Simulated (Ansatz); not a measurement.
The starting structures come from a database of crystals and need not be the phases stable at ambient conditions.

Given:

```xyz
3
Lattice="3.9156 0.0000 0.0000 0.0000 6.6527 0.0000 0.0000 3.3263 1.9205" Properties=species:S:1:pos:R:3 pbc="T T T"
Y      0.0000     0.0000     0.0000
H      0.0000     4.4351     0.0000
Se     1.9578     2.2176     0.0000
```

Space group of this cell: P-6m2. The cell is taken as given.

Transport runs along the normal of the first two printed cell vectors, the (110) plane of the conventional cell.

The gap is the functional's own. No spin-orbit coupling. Mid-gap values are interpolated on the energy grid.

Problem. State the band gap and the smallest decay constant κ at mid-gap according to r2SCAN run with Ansatz (a quantum-chemistry and plane-wave program).

Solution. Gap 2.06 eV on a 8×16×16 mesh; κ = 0.155 1/Å, at (0.500, 0.000) of the in-plane reciprocal vectors. At the zone centre, at the nearest computed energy, the slowest state has κ = 0.21 1/Å.
